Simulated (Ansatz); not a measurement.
## By hand: reaction energy

Consider the reaction energy. Reaction: 1/2 CsI (CsCl type) + H2O (gas) → 1/2 CsH4IO2 (P-1). Negative: the products are lower in energy.

CsH4IO2 (P-1), 16 atoms in the cell; this is a cell whose start was taken from, or built on, an entry of a structure database, and that this text hasn't matched to a measured one. Conventional cell: a = 7.214 Å, b = 7.259 Å, c = 7.373 Å, α = 99.76°, β = 112.67°, γ = 115.59°.

CsI (CsCl type, Pm-3m), 2 atoms in the cell. Conventional cell: a = 4.5620 Å, b = 4.5620 Å, c = 4.5620 Å, α = 90.00°, β = 90.00°, γ = 90.00°.

Ansatz (an electronic-structure program) with PAW potentials; structures come from PBE+D3(BJ) relaxations, nuclei static, no net charge. Ansatz runs with its default PAW set. Other levels take these structures, unless marked own geometry. The lattices are those relaxed with PBE+D3(BJ), so at other levels the solids can be strained, which adds to the spread. A dispersion term (D3(BJ), or D4 for r2SCAN) was computed beside these levels and is taken off wherever the name lacks it. The PAW files were made for PBE and serve at the other functionals too. Space groups of crystals are read within 0.01 Å. The runs are scalar-relativistic, without spin-orbit coupling.

Total energies of the cells in eV, at zero smearing width. They compare only within one column; the weights balance every element.

| cell | atoms | weight | r2SCAN | r2SCAN+D4 (own geometry) |
|---|---|---|---|---|
| CsH4IO2 (P-1) | 16 | +1 | -28838.56594 | -28839.08289 |
| CsI (CsCl type) | 2 | −2 | -13217.50410 | -13217.63785 |
| H2O (gas) | 3 | −4 | -600.36457 | -600.37034 |

r2SCAN: (-28838.56594) − 2 × (-13217.50410) − 4 × (-600.36457) = -2.099 eV; dividing by 4 gives -0.52 eV.

r2SCAN+D4 (own geometry): (-28839.08289) − 2 × (-13217.63785) − 4 × (-600.37034) = -2.326 eV; dividing by 4 gives -0.58 eV.

What follows from the r2SCAN value: Per mole of the reaction as written, -0.525 eV × 96.485 = -50.7 kJ.
